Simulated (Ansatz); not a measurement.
Start from BeTe in the zinc blende structure (space group F-43m, No. 216; a = 5.6569 Å). Axes: x, y, z lie along the cube axes.

It is then changed as follows: uniaxial strain ε_xx = +1.09 %, all other strain components held at zero, atoms relaxed at fixed cell.

Levels (all Ansatz, a quantum-chemistry and plane-wave program, PAW): r2SCAN (500 eV, spin-orbit coupling left out); HSE06+SOC (420 eV, noncollinear with spin-orbit coupling).

The geometry is relaxed with r2SCAN.

| Property | Value |
|---|---|
| r2SCAN valence-band top at Γ | 0.00, 0.00, -0.06 eV |
| r2SCAN lowest conduction level above the VBM at special points | X 2.36 eV; M 2.43 eV; S₀ 3.18 eV; Γ 4.02 eV |

Task: What does HSE06+SOC give at this geometry for the valence-band top at Γ and lowest conduction level above the VBM at special points?

Result: The valence-band top at Γ (three highest Kramers pairs, from the VBM) changes from 0.00, 0.00, -0.06 eV to 0.00, -0.04, -1.03 eV; the lowest conduction level above the VBM at special points goes from X 2.36 eV; M 2.43 eV; S₀ 3.18 eV; Γ 4.02 eV to X 2.36 eV; M 2.44 eV; S₀ 3.20 eV; Γ 4.11 eV.

Single points use the geometry relaxed with r2SCAN. The hybrid gap comes from the SCF mesh plus the semilocal run's edge points and a few special points and is an upper bound. The spin-orbit shifts are approximate. With Te present, leaving out spin-orbit coupling can change the band edges. The levels and masses belong to the bands next to the band gap. Stability against distortions was not tested. k-point labels follow each cell's own Brillouin zone.
